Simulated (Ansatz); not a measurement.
```
CELL_PARAMETERS angstrom
      2.75837     0.00000     0.00000
     -1.37919     2.34198     0.00000
      0.00000     0.00000     4.26291
ATOMIC_POSITIONS crystal
  Ru 0.66740 0.33480 0.75000
  Ru 0.33260 0.66520 0.25000
```

No spin polarisation.

Computed with r2SCAN (Ansatz, a quantum-chemistry and plane-wave program), no spin-orbit coupling. Settings: 24×24×14 k-points, 0.1 eV Fermi–Dirac smearing.

Task: Predict the band gap.

Result: Zero.

Task: Predict the stress (xx, yy, zz, yz, xz, xy; compression positive).

Result: (-11.0, -3.7, -3.6, 0.0, 0.0, 0.0) GPa.

Task: What space group does the calculation give?

Result: Cmcm (No. 63).

The cells carry an imposed strain or load. Stability against distortions was not tested. The final runs are not spin-polarised. The cell was made from Ru in the hcp (Mg type) structure (space group P6_3/mmc, No. 194) by this change: uniaxial strain ε_xx = +2.00 %.
